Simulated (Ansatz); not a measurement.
A self-consistent single point of BaGa2H2 (P3m1, 5 atoms in the cell) with Ansatz (a first-principles code).

Method: LDA (PW92), default PAW files made with PBE (plane waves; Ansatz).

```
CELL_PARAMETERS angstrom
      4.51261     0.00000     0.00000
     -2.25631     3.90804     0.00000
      0.00000     0.00000     4.96539
ATOMIC_POSITIONS crystal
  Ba 0.00000 0.00000 0.01007
  Ga 0.33333 0.66667 0.46883
  Ga 0.66667 0.33333 0.53117
  H  0.33333 0.66667 0.13291
  H  0.66667 0.33333 0.86709
```

Reference input (self-consistent single point, DFT, LDA (PW92), plane waves, default PAW files made with PBE): basis.ecutwfc = 30.9 Ry; kpoints.mp_grid.grid = 8 8 6; hamiltonian.xc = lda; hamiltonian.pseudopotentials = {kind: paw} (the program's default PAW files); scf.occupations.method = fermi_dirac; scf.occupations.width = 0.0073 Ry. This run's input differs from it in these lines:

Ansatz 0.2 input:
```diff
@@ -14,2 +14,3 @@
   ecutwfc: 30.9 Ry
+  ecutrho_ratio: 2
 kpoints:
```

Output (repeated stretches shortened):

```
SCF iter   1: F=—  HF=-13227.354524 eV  |F-HF|=—  |Δ(HF+E_count)|=         —  Δρ=8.37e-3  dr2=4.66e-2  ethr=1.77e-3  ⟨swp⟩=8.1  Hψ=6402  notcnv=0
all-band conjugate gradients solve this SCF's bands
preconditioner: auto → Kerker (q_TF=auto, 2.374 Å⁻¹)
SCF iter   2: F=—  HF=-13227.341928 eV  |F-HF|=—  |Δ(HF+E_count)|=   1.26e-2  Δρ=4.39e-3  dr2=1.52e-2  ethr=1.23e-4  ⟨swp⟩=1.2  Hψ=1608  notcnv=0
   [... lines left out ...]
SCF iter   6: F=—  HF=-13227.336750 eV  |F-HF|=—  |Δ(HF+E_count)|=   2.17e-5  Δρ=6.53e-5  dr2=5.62e-6  ethr=6.66e-8  ⟨swp⟩=2.0  Hψ=2096  notcnv=0
SCF iter   7: F=—  HF=-13227.336748 eV  |F-HF|=—  |Δ(HF+E_count)|=   1.53e-6  Δρ=2.12e-5  dr2=3.97e-7  ethr=1.48e-8  ⟨swp⟩=2.0  Hψ=2098  notcnv=0
SCF iter   8: F=—  HF=-13227.336748 eV  |F-HF|=—  |Δ(HF+E_count)|=   1.74e-7  Δρ=8.57e-6  dr2=7.68e-8  ethr=2.63e-10  ⟨swp⟩=6.9  Hψ=6458  notcnv=0
SCF iter   9: F=-13227.336748 eV  HF=-13227.336748 eV  |F-HF|=3.66e-9  |Δ(HF+E_count)|=   3.95e-8  Δρ=3.24e-6  dr2=1.44e-8  ethr=2.02e-10  ⟨swp⟩=4.1  Hψ=4293  notcnv=0
SCF 1 converged in 9 iterations: F = -13227.336748 eV  dr2 = 1.44e-8
Free energy (F): -13227.336748 eV
Internal energy: -13227.325067 eV  (E = F + TS)
E sigma→0 (E₀):  -13227.330908 eV
Entropy (-TS):   -0.011681 eV (-2.336 meV/atom)
Fermi energy:    8.236130 eV
--- Forces (eV/Å), atoms counted from 1 ---
  atom   1  Ba     0.00000000     0.00000000    -0.09618219
  atom   2  Ga     0.00000000    -0.00000000     0.20012013
  atom   3  Ga     0.00000000     0.00000000    -0.09137727
  atom   4  H      0.00000000     0.00000000    -0.14530772
  atom   5  H     -0.00000000    -0.00000000     0.13274968
--- Stress (GPa, compression-positive) ---
       -3.208127      -0.000000       0.000000
       -0.000000      -3.208127       0.000000
       -0.000000       0.000000      -2.450411
  P = ⅓ Tr σ = -2.9556 GPa (-29.556 kbar)
  The stress holds the Pulay correction, which leaves out the density cutoff's part. Without it, at fixed plane waves, as pw.x and ABINIT print it …
settings of this run that can trade accuracy for cost: basis.ecutrho_ratio < 4. Do not mix this run's numbers with those of runs without the same settings …
```

The run converged in 9 iterations. Against the reference run the free energy falls by 6.6 meV/atom, the pressure goes from -3.32 to -2.96 GPa and the largest force moves little (0.199 to 0.200 eV/Å). The full log also holds: “WARN basis.ecutrho_ratio = 2 (ecutrho = 840.8318350010292 eV) is below the records' recommended cutoff”.

The starting cell comes from a database of computed structures (which also holds hypothetical and non-ambient phases and stackings), without a prior relaxation at this level. Its lattice was rescaled by up to half a per cent. One atom was moved a little off its site on purpose. Ansatz's pressure includes its estimate of the finite-basis (Pulay) stress. The cutoff lies below the one recommended for these files.
